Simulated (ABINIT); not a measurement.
# Pressure against volume in CsCl-type RuAl (space group 221) (ABINIT, LDA)

```
RuAl
1.0
    2.87371     0.00000     0.00000
    0.00000     2.87371     0.00000
    0.00000     0.00000     2.87371
Al Ru
1 1
Direct
  0.50000   0.50000   0.50000
  0.00000   0.00000   0.00000
```

Level of theory: LDA (PW92), norm-conserving pseudopotentials (PseudoDojo nc-sr-04 LDA standard) (plane waves; ABINIT 10.0.3). Settings: pseudos = [Al.upf, Ru.upf]; ecut = 57 Ha; occopt = 3; tsmear = 0.00183747 Ha; ngkpt = 20 20 20; nshiftk = 1; shiftk = 0 0 0; potentials = PseudoDojo nc-sr-04 LDA standard; nband = 15; kptopt = 1; nstep = 100; tolvrs = 1e-10. The cell above is the first row's. The rows scale it uniformly. In all rows fractional positions and the k mesh are held.

| V (Å^3/atom) | P (GPa) |
|---|---|
| 11.8658 | ? |
| 12.1238 | 15.54 |
| 12.3818 | 9.56 |
| 12.6397 | 4.19 |
| 12.8977 | -0.63 |
| 13.1556 | -4.95 |
| 13.4136 | -8.84 |
| 13.6715 | -12.33 |
| 13.9295 | -15.46 |

The 8 complete rows are fitted with a cubic, P against V. With u = V - 13.0, the rows have u = -0.8762, -0.6182, -0.3603, -0.1023, 0.1556, 0.4136, 0.6715, 0.9295. Least squares gives P = -2.404 - 16.9540·u + 3.5856·u² - 0.4962·u³. Residuals (row less fit): 0.002, -0.005, -0.003, 0.002, 0.007, -0.002, -0.008, 0.003; standard error 0.006 (degrees of freedom: 4). The fitted pressure is zero at V0 = 12.86, where dP/dV = -17.97, so B0 = -V0·dP/dV = 231 GPa.

Predict the withheld P at V = 11.8658 from the fit, and compare with the calculation.

u = -1.1342, so P = -2.404 - 16.9540 × (-1.1342) + 3.5856 × (-1.1342)² - 0.4962 × (-1.1342)³ = 22.162 GPa. The calculation gives 22.20 GPa, 0.038 GPa above the prediction (0.1 % of the range of P in the table). The row lies outside the fitted rows, so this is an extrapolation. From the scatter of the fitted rows alone, a prediction at this place has a standard error of 0.017 GPa, so the miss is 2.2 times that.

Carrying the step between the two nearest rows on in a straight line would have given 21.52, off by 0.68; series whose last step already gives the withheld value aren't shown. The scan was laid around a cell of about the measured size, scaled by a guess for this functional. The runs keep the symmetry of the cell, so they don't test it for distortions. Spin polarisation is off. Cutoffs and mesh are single choices, not tested for convergence of this quantity. Series with a scatter that would blur these digits, or in which a gap closes, are not shown.
